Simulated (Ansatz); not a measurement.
We consider SiO2 (P4₁2₁2, No. 92), described by PBEsol (plane waves, PAW; Ansatz, a program for electronic structure).

Run with plane-wave cutoff 520 eV, 8×8×6 k mesh (along the axes of the cell as run), scalar-relativistic PAW data made under PBE.

Computed at the level's own relaxed cell.

Hill averages of the elastic tensor: K = 13.2 GPa, G = 39.6 GPa. Volume 14.805 Å³/atom, mean atomic mass 20.028 u.

### Question
Work out the density, the sound velocities of a polycrystal and the elastic Debye temperature at this level.

### Answer
ρ = 1.66054 × 20.028/14.805 = 2.246 g/cm³. v_l = √[(K + 4G/3)/ρ] = 5.421 km/s and v_t = √(G/ρ) = 4.199 km/s. The mean follows from 3/v_m³ = 1/v_l³ + 2/v_t³: v_m = 4.483 km/s. Θ_D = (ħ/k_B) v_m (6π²/V)^(1/3) = 76.38 K Å s/km × 4.483 × 1.5874 Å⁻¹ = 544 K, counting all atoms of the cell.
